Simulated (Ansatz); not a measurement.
Here is the system:

```
CELL_PARAMETERS angstrom
      3.84338     0.00000     0.00000
      0.00000    10.71880     0.00000
      0.00000     0.00000     4.54065
ATOMIC_POSITIONS crystal
  Sn 0.75000 0.38775 0.64282
  Sn 0.25000 0.11225 0.14282
  Sn 0.25000 0.61225 0.35718
  Sn 0.75000 0.88775 0.85718
  S  0.75000 0.64458 0.96950
  S  0.25000 0.85542 0.46950
  S  0.25000 0.35542 0.03050
  S  0.75000 0.14458 0.53050
```

No spin polarisation.

Level of theory: PBE-D3(BJ)/PAW in Ansatz (a first-principles code), no spin-orbit coupling. k-mesh 8×3×8 (Γ-centred); smearing 0.05 eV (Fermi–Dirac).

Q: Estimate the band gap.

A: 0.52 eV.

Q: What is the computed mean in-plane stress (compression positive)?

A: +2.4 GPa.

The cells carry an imposed strain or load. No phonon test of stability was made. The cell was made from SnS in the GeS type structure (space group Pnma, No. 62) by this change: biaxial strain −3.91 %, plane normal [001], relaxed out of plane.
